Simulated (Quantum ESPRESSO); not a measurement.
A working Quantum ESPRESSO input for PtPb (P6_3/mmc, 4 atoms in the cell) (DFT, LDA (PZ), plane waves, GBRV 1.5 ultrasoft (LDA) pseudopotentials):

```fortran
&CONTROL
    calculation = 'scf'
    prefix = 'pwscf'
    outdir = './tmp/'
    pseudo_dir = './'
    tprnfor = .true.
    tstress = .true.
/
&SYSTEM
    ibrav = 0
    nat = 4
    ntyp = 2
    ecutwfc = 40
    ecutrho = 320
    occupations = 'smearing'
    smearing = 'mp'
    degauss = 0.0073499
/
&ELECTRONS
    conv_thr = 1.0e-11
    mixing_beta = 0.4
/
ATOMIC_SPECIES
Pt   195.0840  pt_lda_v1.4.uspp.F.UPF
Pb   207.2000  pb_lda_v1.uspp.F.UPF
ATOMIC_POSITIONS {crystal}
Pt    0.3333333333    0.6666666667    0.2500000000
Pt    0.6666666667    0.3333333333    0.7500000000
Pb    0.0000000000    0.0000000000    0.0000000000
Pb    0.0000000000    0.0000000000    0.5000000000
K_POINTS {automatic}
11 11 5  0 0 0
CELL_PARAMETERS {bohr}
   7.3199489543     0.0000000000     0.0000000000
  -3.6599744771     6.3392617488     0.0000000000
   0.0000000000     0.0000000000    13.6610380248
```

The run converged in 12 iterations: free energy E − TS -10199.1610 eV; Fermi level (on the code's own zero) 13.32 eV; pressure -8.05 GPa. Each of these slips is then made, one at a time:

(1)
```diff
-&ELECTRONS
-    conv_thr = 1.0e-11
-    mixing_beta = 0.4
-/
```

(2)
```diff
-Pt    0.3333333333    0.6666666667    0.2500000000
-Pt    0.6666666667    0.3333333333    0.7500000000
+Pt    0.3300000000    0.6700000000    0.2500000000
+Pt    0.6700000000    0.3300000000    0.7500000000
-   7.3199489543     0.0000000000     0.0000000000
-  -3.6599744771     6.3392617488     0.0000000000
+   7.3199486300     0.0000000000     0.0000000000
+  -3.6599743150     6.3392620296     0.0000000000
```

(3)
```diff
-ATOMIC_POSITIONS {crystal}
+ATOMIC_POSITIONS {fractional}
```

Question: Predict the outcome of each change.

Answer: 
(1) A required namelist left out. The program stopped before any SCF iteration.
```
Error in routine  read_namelists (1):
bad line in namelist &electrons: "   0.0000000000     0.0000000000    13.6610380248" (error could be in the previous line)
```

(2) A symmetry setting or precision that does not fit the structure. The run converged in 12 iterations without an error; against the sound input the free energy stays essentially unchanged (within 1 meV/atom), the pressure hardly changes (-8.05 to -8.04 GPa) and the largest force goes from 0.000 to 0.042 eV/Å. The full log also holds: “c_bands:  2 eigenvalues not converged”.

(3) A value that the program does not know. The program stopped before any SCF iteration.
```
Error in routine read_cards (1):
unknown option for ATOMIC_POSITION: ATOMIC_POSITIONS {FRACTIONAL}
```

The starting cell comes from a database of computed structures (which also holds hypothetical and non-ambient phases and stackings), without a prior relaxation at this level. Spin-orbit coupling is off. Spin polarisation is off. In the base run, with a pressure of about -8 GPa the cell is away from its equilibrium volume at this level.

Left out of this page: 4 runs of the series outside the window shown, repeating another row's setting, or not comparable.
